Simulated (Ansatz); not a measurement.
Defect: interstitial Al in wurtzite ZnO, charge state +3. Method: PBE, PAW (plane waves to 420 eV; Ansatz, a program for electronic structure).

Cell of 72 host sites held at the relaxed PBE lattice; one k-point at (0.125, 0.250, 0.250); Fermi-Dirac width 0.01 eV, spin-restricted; finite-size errors left in. No zero-point or tunnelling terms. The charge state is imposed; whether it is stable for some Fermi level was not computed. Sites that were not tried may lie lower.

Barriers: single points on a 2×2×2 k-point mesh shifted by half a step along c at the bands' geometries.

The step: several atoms move together, Al the farthest. Atoms about the jump, Cartesian Å from the middle of the jump, before and after:

```
atom     x0     y0     z0     x1     y1     z1
----  -----  -----  -----  -----  -----  -----
Al1    0.53   0.00   0.00  -0.53   0.00   0.00
O2     0.21   1.49   0.93  -0.21   1.49   0.93
O3    -1.73   0.64  -2.10  -1.37   0.49  -1.53
O4     1.37   0.49  -1.53   1.73   0.64  -2.10
O5     1.66  -1.02   0.93   1.02  -0.89   0.36
O6    -1.02  -0.89   0.37  -1.66  -1.02   0.93
Zn7    1.66  -1.39  -2.16   1.68  -1.27  -1.50
Zn8   -1.69  -1.27  -1.50  -1.66  -1.39  -2.16
Zn9   -0.11   1.69  -2.15   0.11   1.69  -2.15
Zn10   2.01   0.85   1.88   1.68   0.74   1.41
Zn11  -1.68   0.75   1.41  -2.01   0.85   1.89
Zn12   0.06  -2.29   1.41  -0.06  -2.29   1.41
O13   -0.06  -2.26  -2.09   0.06  -2.26  -2.10
```

Give the saddle-point geometry and the barrier.


```
atom      x      y      z
----  -----  -----  -----
Al1    0.00   0.15  -0.30
O2     0.00   1.50   0.88
O3    -1.38   0.58  -1.61
O4     1.38   0.58  -1.63
O5     1.37  -1.01   0.53
O6    -1.40  -1.02   0.54
Zn7    1.71  -1.44  -1.51
Zn8   -1.73  -1.43  -1.50
Zn9   -0.01   1.79  -2.36
Zn10   1.80   0.73   1.59
Zn11  -1.80   0.74   1.58
Zn12   0.00  -2.27   1.35
O13   -0.01  -2.28  -1.99
```
It lies 0.22 eV above the start and 0.22 eV above the end. The saddle point's order was not checked, and it lies on a symmetry element of the cell, where a band can be held.
